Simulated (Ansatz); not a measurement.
### Question
Name crystals whose band gap lies between 0.3 and 0.47 eV and whose electron conductivity mass lies between 0.27 and 0.43 mₑ, by PBEsol, rigid bands (Ansatz, a quantum-chemistry and plane-wave program).

### Answer
Many crystals can fit; among those computed here:
- Si (Fd-3m): 0.46 eV, 0.28 mₑ

Masses are for dilute carriers at 300 K, harmonic means over directions unless an axis is named. Spin-orbit coupling is left out.
